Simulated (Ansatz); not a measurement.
The parent structure is CuI in the zinc blende structure (space group F-43m, No. 216; a = 6.023 Å). Axes: x, y, z lie along the cube axes.

Calculations: Ansatz (a program for electronic structure), r2SCAN, PAW, cutoff 500 eV, spin-orbit coupling left out.

Perturbation: every lattice vector is shortened by 0.50 %, atoms relaxed at fixed cell.

**Question.** Predict the stress tensor and what it implies for the stiffness.

**Answer.** Stress of the strained cell less that of the base (GPa, compression positive):
```
   0.68    0.00    0.00
   0.00    0.68    0.00
   0.00    0.00    0.68
```

Then B = −ΔP/(ΔV/V₀) with ΔV/V₀ = -0.0149 gives secant stiffness values (nonlinear terms included at this strain): B ≈ 46 GPa.

Whether these cells are dynamically stable was not tested. All final runs are without spin polarisation.
